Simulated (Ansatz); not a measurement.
Base system: ZrO2 (space group P4_2/nmc, No. 137; a = 3.5845 Å, c = 5.1787 Å).

Levels (all Ansatz, a quantum-chemistry and plane-wave program, PAW, earlier PAW set): PBEsol (420 eV, no spin-orbit coupling); HSE06 (420 eV, scalar-relativistic without spin-orbit coupling).

Its gap is 4.00 eV with PBEsol and 5.73 eV with HSE06.

Modification: a hydrostatic pressure of 15 GPa.

With PBEsol the gap becomes 3.95 eV.

If the HSE06 correction stayed the same, what would the HSE06 gap be, and what does the HSE06 run give?

A rigid correction of +1.73 eV gives 5.68 eV. The HSE06 run gives 5.69 eV, so the two effects roughly add.

Single points use the geometry relaxed with PBEsol. The hybrid gap comes from the SCF mesh plus the semilocal run's edge points and a few special points and is an upper bound. Load acts through the strain it causes; cell and atoms are relaxed under it. Stability against distortions was not tested. Competing high-pressure phases were not computed. This is not the structure that ZrO2 has at room temperature and ambient pressure.
